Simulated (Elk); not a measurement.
A self-consistent single point of Li (R-3m, 3 atoms in the cell) with Elk.

Method of the run: LDA (PW92), all-electron FP-LAPW, Elk's shipped species files, APW+lo basis with extra local orbitals run with Elk 10.2.4.

The change in words: lattice scaled by 0.98. Reference geometry:
```
Li
1.0
    1.50901     0.87123     7.30958
   -1.50901     0.87123     7.30958
    0.00000    -1.74246     7.30958
Li
3
Cartesian
  0.00000   0.00000  17.03930
  0.00000   0.00000   4.88945
  0.00000   0.00000   0.00000
```

Reference input (self-consistent single point, DFT, LDA (PW92), all-electron FP-LAPW, Elk's shipped species files, APW+lo basis with extra local orbitals): rgkmax = 7.5; stype = 0; swidth = 0.00734986 Ha; ngridk = 10 10 10; tforce = true; gmaxvr = 18 1/bohr; lmaxapw = 10; lmaxo = 8; nxlo = 2; lorbcnd = true; lradstp = 2; nrmtscf = 2. This run's input differs from it in these lines:

```diff
@@ -43,8 +43,8 @@
 scale
-  14.20015285
+  13.91614921
 
 avec
-    0.2008158401    0.1159410414    0.9727438888
-   -0.2008158401    0.1159410414    0.9727438888
-    0.0000000000   -0.2318821967    0.9727438753
+    0.2008158481    0.1159410065    0.9727438914
+   -0.2008158481    0.1159410065    0.9727438914
+    0.0000000000   -0.2318822454    0.9727438637
```

The program printed (abridged):

```
│ Self-consistent loop started │
│ Loop number : 1 │
 total energy                :     -22.2089007151
│ Loop number : 2 │
 total energy                :     -22.2091780555
RMS change in Kohn-Sham potential (target) :   0.8314703042E-02 (  0.1000000000E-05)
Absolute change in total energy (target)   :   0.2773403626E-03 (  0.1000000000E-03)
│ Loop number : 3 │
 total energy                :     -22.2099837235
RMS change in Kohn-Sham potential (target) :   0.8204295105E-02 (  0.1000000000E-05)
Absolute change in total energy (target)   :   0.8750031109E-03 (  0.1000000000E-03)
│ Loop number : 4 │
   [... lines left out ...]
Absolute change in total energy (target)   :   0.5044999180E-03 (  0.1000000000E-03)
│ Loop number : 9 │
 total energy                :     -22.2311719658
RMS change in Kohn-Sham potential (target) :   0.9636497658E-05 (  0.1000000000E-05)
Absolute change in total energy (target)   :   0.8658487769E-04 (  0.1000000000E-03)
│ Loop number : 10 │
 total energy                :     -22.2311563316
RMS change in Kohn-Sham potential (target) :   0.7281028517E-06 (  0.1000000000E-05)
Absolute change in total energy (target)   :   0.3728045096E-04 (  0.1000000000E-03)
Convergence targets achieved

│ Loop number : 11 │

Energies :
 Fermi                       :     0.259214034635E-01
 total energy                :     -22.2311553098

Density of states at Fermi energy :    38.38206428
 (states/Hartree/unit cell)

Estimated indirect band gap :   0.1875769116E-02
 from k-point     78 to k-point     93
Estimated direct band gap   :   0.3248894762E-02
 at k-point     93

Charges :
 core                        :    0.000000000
 valence                     :    9.000000000
 interstitial                :    2.602785634
 muffin-tins (core leakage)
  species :    1 (Li)
   atom    1                 :    2.131801415     (   0.000000000    )
   atom    2                 :    2.131801415     (   0.000000000    )
   atom    3                 :    2.133611536     (   0.000000000    )
   [... lines left out ...]
   total force               :     0.00000000    0.00000000   -0.00070329
   total magnitude           :     0.00070329
  atom :    3
   Hellmann-Feynman          :     0.00000000   -0.00000000    0.00000000
   IBS                       :     0.00000000    0.00000000   -0.00000000
   total force               :     0.00000000    0.00000000    0.00000000
   total magnitude           :     0.00000000
```

The run converged in 11 iterations. The count includes the last loop, which Elk runs after its targets are met. Against the reference run the total energy rises by 1.7 meV/atom.

The starting cell comes from a database of computed structures (which also holds hypothetical and non-ambient phases and stackings), without a prior relaxation at this level. Its lattice was rescaled by a random factor within 2.5 % of one. For this run, on top of that: lattice scaled by 0.98. Values depend on the basis (sphere radii, cutoffs, local orbitals), which need not be converged. The log's line on a gap gives a spacing of levels on this mesh, which the program prints for metals too.

Cost on one core of a shared machine: roughly 4 min.
